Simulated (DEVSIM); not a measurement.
System: illuminated In0.53Ga0.47As p-on-n cell, one wavelength, at 300 K.

```csv
layer (left to right),material,thickness (μm),Nd (cm⁻³),Na (cm⁻³),τn (s),τp (s),absorption coefficient (cm⁻¹)
1,In0.53Ga0.47As,0.130,-,7.8e17,3.8e-11,1.6e-9,74000
2,In0.53Ga0.47As,3.90,4.8e15,-,1.8e-9,1.8e-9,74000
```

Left contact: ohmic, minority electron recombination velocity 7000 cm/s. Right contact: ohmic, minority hole recombination velocity 1e6 cm/s. Voltage is applied to the left contact. Recombination: SRH at mid-gap, radiative, Auger. Light enters at the left, 2.2e18 photons cm⁻² s⁻¹, one pass, no reflection. Mobility is μmin + (μ − μmin)/(1 + (N/Nref)^α).

This is a model device: material constants are rounded textbook-type values typed into the input, and sizes, dopings and lifetimes were drawn at random. Values at 300 K; Nc and Nv go as T^1.5, mobilities as T to minus their exponent, the gap by Varshni's rule with the affinity fixed.

| parameter | In0.53Ga0.47As |
|---|---|
| gap (eV) | 0.74 |
| affinity (eV) | 4.51 |
| permittivity | 13.9 |
| Nc (cm⁻³) | 2.1e17 |
| Nv (cm⁻³) | 7.7e18 |
| μn (cm²/Vs) | 12000 |
| μp (cm²/Vs) | 300 |
| μn,min | 300 |
| μp,min | 10 |
| Nref,n | 1.3e17 |
| Nref,p | 4.9e17 |
| αn | 0.48 |
| αp | 0.4 |
| T exponent of μn | 1.6 |
| T exponent of μp | 1.6 |
| B (cm³/s) | 9.6e-11 |
| Cn (cm⁶/s) | 5e-29 |
| Cp (cm⁶/s) | 5e-29 |
| Varshni α (eV/K) | 0.00035 |
| Varshni β (K) | 190 |

DEVSIM, 1D drift-diffusion, Boltzmann statistics, complete ionisation; no tunnelling, impact ionisation, image-force lowering or self-heating.

Base results: potential step across the device at zero bias (V) 0.583; largest field in the device at zero bias (V/cm) 49000; dark forward voltage at 100 A/cm² (V) 0.497.

Task: What follows from this one change: temperature 300 → 500 K?

Result: potential step across the device at zero bias 0.583 → 0.352 V; largest field in the device at zero bias 49000 → 59000 V/cm; dark forward voltage at 100 A/cm² 0.497 → 0.222 V.

Task: What follows from this one change: minority lifetime in layer 2 1.8e-09 → 5.4e-09 s?

Result: potential step across the device at zero bias little changed (0.583 V); largest field in the device at zero bias little changed (49000 V/cm); dark forward voltage at 100 A/cm² 0.497 → 0.509 V.

Task: What follows from this one change: thickness of layer 2 3.9 → 20 μm?

Result: potential step across the device at zero bias little changed (0.583 V); largest field in the device at zero bias little changed (49000 V/cm); dark forward voltage at 100 A/cm² 0.497 → 0.520 V.

Task: What follows from this one change: doping Nd of layer 2 4.8e+15 → 1.4e+14 cm^-3?

Result: potential step across the device at zero bias 0.583 → 0.492 V; largest field in the device at zero bias 49000 → 44000 V/cm; dark forward voltage at 100 A/cm² 0.497 → 0.490 V.
